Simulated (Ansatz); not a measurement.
```xyz
16
Lattice="4.6905 0.0000 0.0000 -2.3453 4.0621 0.0000 0.0000 0.0000 30.8273" Properties=species:S:1:pos:R:3 pbc="T T T"
Sn     0.0000     0.0000     0.0089
Sn     0.0000     0.0000     2.8812
Sn     0.0000     2.7081     3.8461
Sn     0.0000     2.7081     6.7399
Sn     0.0000     0.0000     7.7069
Sn     0.0000     0.0000    10.5968
Sn     0.0000     2.7081    11.5639
Sn     0.0000     2.7081    14.4576
Sn     0.0000     0.0000    15.4225
Sn     0.0000     0.0000    18.2948
Sn     0.0000     5.4162    19.2598
Sn     0.0000     5.4162    22.1535
Sn     0.0000     0.0000    23.1206
Sn     0.0000     0.0000    26.0105
Sn     0.0000     5.4162    26.9775
Sn     0.0000     5.4162    29.8712
```

Method: PBE (plane waves to 420 eV, PAW; Ansatz, an electronic-structure program). Spin–orbit coupling is left out. Its k-point mesh 12×12×2, Fermi–Dirac width 0.01 eV.

Problem. This stack holds a planar fault. Which, and at what energy?

Solution. 2 × I1 fault in 2H of Sn (in a parent form that need not be the stable one), layers chhhchhh; about -26 mJ/m² each.
